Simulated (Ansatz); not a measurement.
The starting structures come from a database of crystals and need not be the phases stable at ambient conditions.

 Where the default PAW files enter, the runs use the earlier of Ansatz's two default sets.

Tunnelling through a barrier is set by its complex band structure: the current falls as exp(−2κd) with the smallest κ.

```xyz
4
Lattice="3.9637 0.0000 0.0000 -1.9819 3.4327 0.0000 1.9819 1.1442 6.4308" Properties=species:S:1:pos:R:3 pbc="T T T"
Ga     0.0000     2.2885     1.9685
Ga     3.9637     2.2885     4.4623
P      1.9819     3.4327     1.1071
P      1.9819     1.1442     5.3237
```

Space group of this cell: R-3m. The cell is strained (lengths across the current scaled by 1.02, ions clamped); by r2SCAN its mean pressure is -4.7 GPa.

Transport runs along the normal of the first two printed cell vectors, the (001) (indices of the unstrained crystal) plane of the conventional cell.

No gap correction and no spin-orbit coupling; mid-gap values are interpolated between computed energies.

### Question
Compute, with r2SCAN run with Ansatz (a quantum-chemistry and plane-wave program), the band gap and the smallest decay constant κ at mid-gap.

### Answer
Gap 1.15 eV on a 10×10×10 mesh; κ = 0.102 1/Å, at the zone centre.
